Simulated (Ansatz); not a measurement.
The starting structures come from a database of crystals and need not be the phases stable at ambient conditions.

 Where the default PAW files enter, the runs use the earlier of Ansatz's two default sets.

Inside the gap of an insulator the Bloch states are evanescent, with a wavenumber k + iκ along the transport direction.

Data:

```
Bi2Ti4O11
1.0
    3.78208     0.00000     0.00000
    0.00000    10.15866     0.00000
    1.89104    -5.00047     5.40342
Ti Bi O
4 2 11
Cartesian
  3.78208   0.94088   4.11957
  1.89104   4.21731   1.28385
  3.78208   4.57484   3.64623
  1.89104   0.58336   1.75719
  1.89104  -2.47303   4.21791
  3.78208   7.63122   1.18551
  3.78208   6.73947   3.14695
  1.89104  -1.58128   2.25647
  3.78208   2.80897   4.04392
  1.89104   2.34922   1.35950
  1.89104   6.16315   0.68840
  3.78208  -1.00496   4.71502
  3.78208   0.42381   2.17109
  1.89104   4.73438   3.23233
  1.89104   0.80881   3.84075
  3.78208   4.34938   1.56267
  1.89104   0.00000   0.00000
```

Space group of this cell: C2/m. The cell is taken as given; by r2SCAN its mean pressure is -0.6 GPa.

Transport runs along the normal of the first two printed cell vectors.

The gap is the functional's own. No spin-orbit coupling. Mid-gap values are interpolated on the energy grid.

**Question.** Predict the band gap and the smallest decay constant κ at mid-gap from Ansatz (an electronic-structure program) with r2SCAN.

**Answer.** Gap 2.48 eV on a 8×4×8 mesh; κ = 0.346 1/Å, at the zone centre.
